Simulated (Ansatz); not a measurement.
**CoSi2: pressure 5 GPa**

The reference is CoSi2 (space group Fm-3m, No. 225; a = 5.360 Å; non-magnetic).

It is then changed as follows: a hydrostatic pressure of 5 GPa.

Computed with plane-wave PAW DFT at the PBE level (Ansatz, an electronic-structure program, 420 eV), no spin-orbit coupling, earlier PAW set. k-mesh 15×15×15 (Γ-centred); smearing 0.05 eV (Fermi–Dirac).

- Volume per atom = 12.50 Å³ (base 12.84 Å³)
- Density = 5.10 g/cm³ (base 4.96 g/cm³)
- Lattice parameter a = 10.041 bohr (base 10.130 bohr)
- Shortest interatomic distance = 4.348 bohr (base 4.386 bohr)
- Enthalpy H = E + PV relative to the base's energy = +0.40 eV/atom
- Band gap = zero (base zero)

Load acts through the strain it causes; cell and atoms are relaxed under it. Stability against distortions was not tested. No other phases were tried under pressure. Starting moments died away, wholly or in part, for the base; another magnetic solution may exist. All final runs are without spin polarisation. An odd electron count without spin: CoSi2.
